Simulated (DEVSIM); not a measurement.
Structure: abrupt GaSb n-p junction, at 400 K.

Layer 1 from the left is GaSb, thickness (μm) 5.20, Nd (cm⁻³) 5.8e16, τn (s) 6.3e-10, τp (s) 6.3e-10. Layer 2 from the left is GaSb, thickness (μm) 59.0, Na (cm⁻³) 4.4e14, τn (s) 6.3e-10, τp (s) 6.3e-10.

Left contact: ohmic. Right contact: ohmic. Voltage is applied to the left contact. Recombination: SRH at mid-gap, radiative, Auger. Mobility is μmin + (μ − μmin)/(1 + (N/Nref)^α).

Constants are typed, rounded textbook-type inputs, not results; the design itself was drawn at random and stands for no fabricated device. Values at 300 K; Nc and Nv go as T^1.5, mobilities as T to minus their exponent, the gap by Varshni's rule with the affinity fixed.

GaSb: gap (eV) 0.726, affinity (eV) 4.06, permittivity 15.7, Nc (cm⁻³) 2.1e17, Nv (cm⁻³) 1.8e19, μn (cm²/Vs) 5000, μp (cm²/Vs) 850, μn,min 1000, μp,min 190, Nref,n 2.8e17, Nref,p 9e17, αn 1.05, αp 0.65, T exponent of μn 2, T exponent of μp 1.7, B (cm³/s) 1e-10, Cn (cm⁶/s) 5e-30, Cp (cm⁶/s) 5e-30, Varshni α (eV/K) 0.00042, Varshni β (K) 140.

DEVSIM, 1D drift-diffusion, Boltzmann statistics, complete ionisation; no tunnelling, impact ionisation, image-force lowering or self-heating.

### Question
What does the simulation give for the potential step across the device at zero bias, the largest field in the device at zero bias?

### Answer
potential step across the device at zero bias 0.250 V; largest field in the device at zero bias 13000 V/cm.
